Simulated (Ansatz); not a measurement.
Consider TiTe$_{2}$ in the CdI2 type structure (space group P-3m1, No. 164; layered, stacked along the Cartesian z axis; relaxed with 0.1 eV smearing).

```
TiTe2
1.0
    3.69827     0.00000     0.00000
   -1.84913     3.20279     0.00000
    0.00000     0.00000     6.38307
Ti Te
1 2
Cartesian
  0.00000   0.00000   0.00000
  0.00000   2.13520   1.73057
  1.84913   1.06760   4.65251
```

All numbers come from Ansatz (an electronic-structure program) PBE-D3(BJ), no SOC.

Base values:

| Item | Result |
|---|---|
| Pressure | 0.0 GPa |
| Band gap | zero |

The change: the cell is scaled by 1.0028 in all directions, atoms relaxed at fixed cell.

Q: How does this affect the pressure, energy relative to the base and band gap?

A: The pressure (mean of the normal stresses, compression positive) goes from zero to -0.3 GPa; the energy is nearly the same; the band gap remains zero.

The cells carry an imposed strain or load. No phonon test of stability was made. The final runs are not spin-polarised.
